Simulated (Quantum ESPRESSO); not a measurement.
# Several settings converged on InBi (P4mm, 4 atoms in the cell)

```yaml
crystal:
  lattice:
    - [4.92555, 0.00000, 0.00000]
    - [0.00000, 4.92555, 0.00000]
    - [0.00000, 0.00000, 5.23795]
  atoms:
    - { symbol: In, position: [0.50000, 0.50000, 0.00000] }
    - { symbol: In, position: [0.00000, 0.00000, 0.00000] }
    - { symbol: Bi, position: [0.50000, 0.00000, 0.36956] }
    - { symbol: Bi, position: [0.00000, 0.50000, 0.63999] }
```

Base method: LDA (PW92), PseudoDojo standard norm-conserving (LDA) pseudopotentials (plane waves; Quantum ESPRESSO).

Base settings: ecutwfc = 70 Ry; occupations = smearing; smearing = gaussian; degauss = 0.0073499 Ry; potentials = {In: In.upf, Bi: Bi.upf}; K_POINTS = automatic 3 3 3 0 0 0; conv_thr = 1e-09 Ry; mixing_beta = 0.3.

The count of work is k-points × plane waves × bands × iterations; it is no time. Core times come from one kind of shared machine, to one figure; runs under 30 s give none.

**Shifted k-point meshes**

Only quantities that move along the ladder and can be compared are tabulated.

| K_POINTS | free energy less the last step's (meV/atom) | pressure (GPa) | largest difference of a force vector from the last step's (eV/Å) | count of work / last |
|---|---|---|---|---|
| automatic 1 1 1 1 1 1 | -3197.19 | -23.08 | 0.994 | 0.0095 |
| automatic 2 2 2 1 1 1 | -130.63 | -4.43 | 0.040 | 0.0095 |
| automatic 3 3 3 1 1 1 | 6.87 | -3.23 | 0.285 | 0.057 |
| automatic 5 5 5 1 1 1 | 10.22 | -3.60 | 0.078 | 0.17 |
| automatic 11 11 10 1 1 1 | 0.00 | -3.52 | 0.000 | 1.0 |

Coarsest K_POINTS that holds the free energy within 5 meV/atom: not settled: the last two steps still differ by 10 meV/atom, over half the tolerance, so the ladder does not show it.

Coarsest K_POINTS that holds the forces within 0.02 eV/Å: not settled: the last two steps still differ by 0.078 eV/Å, over half the tolerance, so the ladder does not show it.

Coarsest K_POINTS that holds the pressure within 0.5 GPa of the last step, with all finer ones: automatic 3 3 3 1 1 1, at 0.057 of the last step's count of work; the step before is off by 0.91 GPa.

**The k-point mesh at a smearing width of 0.3 eV**

In this ladder: degauss = 0.02205 Ry.

Only quantities that move along the ladder and can be compared are tabulated.

| K_POINTS | free energy less the last step's (meV/atom) | pressure (GPa) | largest difference of a force vector from the last step's (eV/Å) | count of work / last | core time / last (rough) |
|---|---|---|---|---|---|
| automatic 3 3 2 0 0 0 | -15.30 | -3.96 | 0.476 | 0.088 | 0.1 |
| automatic 4 4 3 0 0 0 | -0.23 | -3.48 | 0.128 | 0.16 | 0.2 |
| automatic 7 7 7 0 0 0 | -2.49 | -3.54 | 0.005 | 0.53 | 0.9 |
| automatic 9 9 9 0 0 0 | 0.00 | -3.49 | 0.000 | 1.0 | 1 |

Coarsest K_POINTS that holds the forces within 0.02 eV/Å of the last step, with all finer ones: automatic 7 7 7 0 0 0; the step before is off by 0.13 eV/Å.

Coarsest K_POINTS that holds the pressure within 0.2 GPa of the last step, with all finer ones: automatic 4 4 3 0 0 0, at 0.16 of the last step's count of work and about 0.2 of the last step's time; the step before is off by 0.47 GPa.

Coarsest K_POINTS that holds the free energy within 5 meV/atom of the last step, with all finer ones: automatic 4 4 3 0 0 0, at 0.16 of the last step's count of work and about 0.2 of the last step's time; the step before is off by 15 meV/atom.

**The SCF threshold**

The mesh stays at the base's, so the ladder's end is converged at best in this setting alone.

Only quantities that move along the ladder and can be compared are tabulated.

| conv_thr | free energy less the last step's (meV/atom) | pressure (GPa) | largest difference of a force vector from the last step's (eV/Å) | count of work / last |
|---|---|---|---|---|
| 0.0073 Ry | 4.67 | -10.72 | 0.483 | 0.13 |
| 7.3e-05 Ry | 0.04 | -3.47 | 0.255 | 0.27 |
| 7.3e-07 Ry | 0.00 | -3.42 | 0.011 | 0.47 |
| 1e-09 Ry | 0.00 | -3.36 | 0.001 | 0.73 |
| 7.3e-14 Ry | 0.00 | -3.36 | 0.000 | 1.0 |

Coarsest conv_thr that holds the pressure within 1 GPa of the last step, with all finer ones: 7.3e-05 Ry, at 0.27 of the last step's count of work; the step before is off by 7.4 GPa.

Coarsest conv_thr that holds the free energy within 2 meV/atom of the last step, with all finer ones: 7.3e-05 Ry, at 0.27 of the last step's count of work; the step before is off by 4.7 meV/atom.

Coarsest conv_thr that holds the forces within 0.01 eV/Å of the last step, with all finer ones: 1e-09 Ry; the step before is off by 0.011 eV/Å.

On the base run: the starting cell comes from a database of computed structures (which also holds hypothetical and non-ambient phases and stackings), without a prior relaxation at this level. Its lattice was rescaled by up to half a per cent. One atom was moved a little off its site on purpose. In the base run, with a pressure of about -3 GPa the cell is away from its equilibrium volume at this level. Without a gap this mesh is coarse (it stands for a supercell whose shortest vector is 15 Å).
